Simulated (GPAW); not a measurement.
Input and output of a self-consistent single point for Co (P6_3/mmc, 2 atoms in the cell) (GPAW).

Method of the run: PBEsol, GPAW PAW datasets PBEsol (made by gpaw-setup) (plane waves; GPAW).

```yaml
crystal:
  lattice:
    - [2.46557, 0.00000, 0.00000]
    - [-1.23279, 2.13525, 0.00000]
    - [0.00000, 0.00000, 4.01068]
  atoms:
    - { symbol: Co, position: [0.33333, 0.66667, 0.25000], spin: 3.0 }
    - { symbol: Co, position: [0.66667, 0.33333, 0.75000], spin: 3.0 }
```
(The spins are starting values, not results.)

Reference input (self-consistent single point, DFT PBE, plane waves, GPAW PAW datasets PBE (gpaw-data 1.0.1)): spinpol = true; mode = pw; ecut = 800 eV; xc = PBE; kpts = 20 20 11; mesh shift (steps) = 0 0 0; occupations.name = methfessel-paxton; occupations.width = 0.136 eV; occupations.order = 0; nbands = -8; symmetry.symmorphic = false; symmetry.tolerance = 0.0005. This run's input differs from it in these lines:

```diff
@@ -16,3 +16,3 @@
             mode=PW(800),
-            xc='PBE',
+            xc='PBEsol',
             kpts={'size': (20, 20, 11), 'gamma': True},
```

Its files differ too (potentials: GPAW PAW datasets PBEsol (made by gpaw-setup)).

Output, abridged:

```
     iter     time        total  log10-change:  magmom
                         energy   eigst   dens
iter:   1 --:--:--   -17.392957                   +6.0089
iter:   2 --:--:--   -17.842660   -1.26  -1.59    +4.4224
iter:   3 --:--:--   -17.920384   -2.23  -1.66    +3.2909
iter:   4 --:--:--   -17.930393   -3.39  -1.97    +3.2128
iter:   5 --:--:--   -17.954288   -2.62  -2.01    +3.1902
iter:   6 --:--:--   -17.954036   -3.80  -2.99    +3.1870
iter:   7 --:--:--   -17.954312c  -4.42  -3.11    +3.1831
iter:   8 --:--:--   -17.954220c  -5.08  -3.16    +3.1815
iter:   9 --:--:--   -17.954221c  -6.33  -4.12c   +3.1815
iter:  10 --:--:--   -17.954222c  -6.89  -4.06c   +3.1815
iter:  11 --:--:--   -17.954221c  -7.21  -3.98    +3.1814
iter:  12 --:--:--   -17.954220c  -7.63c -4.50c   +3.1814
Converged after 12 iterations.

Dipole moment: (0.000000, -0.000000, 0.000000) |e|*Ang

Total magnetic moment: (0.000000, 0.000000, 3.181422)
Local magnetic moments:
   0 Co ( 0.000000,  0.000000,  1.655191)
   1 Co ( 0.000000,  0.000000,  1.655191)

Energy contributions relative to reference atoms: (reference = -75737.720984)

Kinetic:        +17.900961
Potential:      -14.343585
External:        +0.000000
XC:             -21.375608
Entropy (-ST):   -0.014901
Local:           -0.128538
SIC:             +0.000000
--------------------------
Free energy:    -17.961671
Extrapolated:   -17.954220

Spin contamination: 0.143031 electrons
Showing only first 2 kpts
                      Up                     Down
 Kpt  Band  Eigenvalues  Occupancy  Eigenvalues  Occupancy
  0     7      8.96679    1.00000     10.52468    0.99977
   [... lines left out ...]

Fermi level: 10.86119

No gap
No difference between direct/indirect transitions
Energy (eV): -17.95422

Forces in eV/Ang:
  0 Co   -0.00000   -0.00000    0.00000
  1 Co    0.00000    0.00000    0.00000

Stress tensor:
     0.010544    -0.000000     0.000000
    -0.000000     0.010544    -0.000000
     0.000000    -0.000000     0.024134
Stress (GPa, Voigt): [ 1.6893  1.6893  3.8668 -0.      0.     -0.    ]
```

The run converged in 12 iterations. GPAW prints stress with tension positive. Against the reference run the pressure goes from 7.73 to -2.42 GPa and the size of the net moment stays at 1.59 μB/atom.

The starting cell comes from a database of computed structures (which also holds hypothetical and non-ambient phases and stackings), without a prior relaxation at this level. Its lattice was rescaled by a random factor within 2.5 % of one. The magnetic order is the one reached from the typed start; others were not searched systematically.

Cost on one core of a shared machine: roughly 2 min.
